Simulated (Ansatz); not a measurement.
## How far to go with zone-centre phonons against the mesh: CoAl (Pm-3m, 2 atoms in the cell)

```xyz
2
Lattice="2.8514 0.0000 0.0000 0.0000 2.8514 0.0000 0.0000 0.0000 2.8514" Properties=species:S:1:pos:R:3 pbc="T T T"
Al     1.4257     1.4257     1.4257
Co     0.0000     0.0000     0.0000
```

Level of theory: PBEsol, default PAW files made with PBE (plane waves; Ansatz, an electronic-structure program).

Base settings: basis.ecutwfc = 30.9 Ry; kpoints.mp_grid.grid = 12 12 12; hamiltonian.xc = pbesol; hamiltonian.pseudopotentials = {kind: paw} (the program's default PAW files); scf.occupations.method = gaussian; scf.occupations.width = 0.0073 Ry.

In this ladder: phonons.method = dfpt.

Frequencies are those of the unrelaxed cell, without the LO-TO term of polar crystals.

Only quantities that move along the ladder and can be compared are tabulated.

The starting cell has typed, rounded lattice constants, without a prior relaxation at this level. Its lattice was rescaled by up to half a per cent. Spin polarisation is off. In the base run, with a pressure of about -6 GPa the cell is away from its equilibrium volume at this level.

Steps (kpoints.mp_grid.grid): 3 3 3; 4 4 4; 5 5 5; 6 6 6; 7 7 7; 9 9 9; 11 11 11; 14 14 14; 17 17 17; 21 21 21; 26 26 26.

Question: What is the coarsest kpoints.mp_grid.grid that holds the highest zone-centre frequency within 1 cm⁻¹ of the last step, with all finer ones?

Answer: 7 7 7; the step before is off by 1.1 cm⁻¹.

```tsv
kpoints.mp_grid.grid	highest zone-centre frequency (cm⁻¹)
3 3 3	313.9
4 4 4	321.1
5 5 5	319.5
6 6 6	322.6
7 7 7	321.0
9 9 9	321.5
11 11 11	321.5
14 14 14	321.6
17 17 17	321.5
21 21 21	321.5
26 26 26	321.5
```

Keys are those of Ansatz 0.2.
